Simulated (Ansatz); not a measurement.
## A computed series for TiAl3: pressure series

Base system: TiAl₃ (space group I4/mmm, No. 139; a = 3.824 Å, c = 8.561 Å).

Cell and atoms are relaxed at each pressure.

All numbers come from Ansatz (a first-principles code) r2SCAN, no spin-orbit coupling.

```
pressure (GPa)  volume per atom (Å³/atom)
--------------  -------------------------
-2                                 15.934
-1                                      ?
0                                  15.649
0.3                                15.609
0.7                                15.555
3                                  15.266
5                                  15.035
7.5                                14.768
10                                 14.522
```

Fit the third-order Birch–Murnaghan form P(V) = (3B₀/2)[(V₀/V)^(7/3) − (V₀/V)^(5/3)]·[1 + (3/4)(B₀′ − 4)((V₀/V)^(2/3) − 1)] (squares taken in P) to the rows shown and predict the withheld row.

Least squares on the printed values gives V₀ = 15.649 Å³/atom, B₀ = 115 GPa, B₀′ = 4.0; this predicts 15.788 Å³/atom, and the run gives 15.789 Å³/atom, in agreement.

Load acts through the strain it causes; cell and atoms are relaxed under it. Whether these cells are dynamically stable was not tested. No other phases were tried under pressure. All final runs are without spin polarisation.
